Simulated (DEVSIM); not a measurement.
Structure: Au/Si3N4/p-Si capacitor, at 300 K.

```tsv
layer (left to right)	material	thickness (nm)	Na (cm⁻³)
1	Si3N4	3.40	-
2	Si	11000	2.6e15
```

Metal gate on the left, work function 5.1 eV. Fixed charge at the semiconductor interface -1.3e11 cm⁻² (in units of +e); no interface traps.

Constants are typed, rounded textbook-type inputs, not results; the design itself was drawn at random and stands for no fabricated device. Values at 300 K.

```csv
parameter,Si3N4,Si
gap (eV),5.1,1.124
affinity (eV),2.1,4.05
permittivity,7.5,11.7
Nc (cm⁻³),-,2.86e19
Nv (cm⁻³),-,3.1e19
```

DEVSIM, 1D Poisson equation in equilibrium, Boltzmann statistics, complete ionisation; no quantum confinement or tunnelling. Metal contacts follow the ideal Schottky-Mott rule: no Fermi-level pinning, no interface dipoles.

### Question
Tabulate band edges, carrier densities and field at 0.6 V on the gate.

### Answer
Energies count from the Fermi level of the right contact; mesh points crowd at the junctions.

```
x (μm)    Ec (eV)  Ev (eV)  n (cm⁻³)  p (cm⁻³)  field (V/cm)
--------  -------  -------  --------  --------  ------------
0.000       2.400   -2.700     < 1e2     < 1e2         59000
0.001132    2.407   -2.693     < 1e2     < 1e2         59000
0.002444    2.414   -2.686     < 1e2     < 1e2         59000
0.003524    0.470   -0.654    3.6e11     3.2e8         18000
0.006170    0.475   -0.649    3.0e11     3.9e8         17000
0.01141     0.484   -0.640    2.1e11     5.5e8         17000
0.02364     0.505   -0.619    9.5e10     1.2e9         17000
0.06774     0.575   -0.549     6.3e9    1.9e10         15000
0.1551      0.691   -0.433     7.1e7    1.6e12         12000
0.3470      0.839   -0.285    230000    5.1e14          4200
0.8067      0.881   -0.243     45000    2.6e15            23
2.464       0.881   -0.243     45000    2.6e15           ≈ 0
5.687       0.881   -0.243     45000    2.6e15           ≈ 0
8.726       0.881   -0.243     45000    2.6e15           ≈ 0
10.26       0.881   -0.243     45000    2.6e15           ≈ 0
10.69       0.881   -0.243     45000    2.6e15           ≈ 0
10.87       0.881   -0.243     45000    2.6e15           ≈ 0
10.95       0.881   -0.243     45000    2.6e15           ≈ 0
10.98       0.881   -0.243     45000    2.6e15           ≈ 0
11.00       0.881   -0.243     45000    2.6e15           ≈ 0
11.00       0.881   -0.243     45000    2.6e15           ≈ 0
11.00       0.881   -0.243     45000    2.6e15           ≈ 0
```
